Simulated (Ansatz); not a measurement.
## Hypothetical Pm-3n AlN: response to strain

The reference is AlN (space group Pm-3n, No. 223; a = 5.372 Å; a hypothetical phase, not in the database extracts checked). Axes: x, y, z lie along the cube axes.

Strains are applied to the cell and any free atomic positions relax; under biaxial strain the out-of-plane vector relaxes too.

Computed with DFT with PBE, PAW potentials and a 420 eV plane-wave cutoff in Ansatz (a program for electronic structure), no spin-orbit coupling.

Notes on the quantities. pressure: mean of the normal stresses, compression positive.

| case | band gap | pressure | volume per atom |
|---|---|---|---|
| base | 2.64 eV | 0.01 GPa | 12.92 Å³ |
| biaxial strain +0.96 %, plane normal [001], relaxed out of plane | 2.44 eV | -2.34 GPa | 13.12 Å³ |
| biaxial strain +1.09 %, plane normal [111], relaxed out of plane | 2.60 eV | -1.54 GPa | 13.05 Å³ |
| tensor shear ε_yz = −3.79 % | ? | ? | 12.90 Å³ |

Q: Complete the table.

A: 
- tensor shear ε_yz = −3.79 %, band gap: 2.62 eV
- tensor shear ε_yz = −3.79 %, pressure: -0.29 GPa

Whether these cells are dynamically stable was not tested.
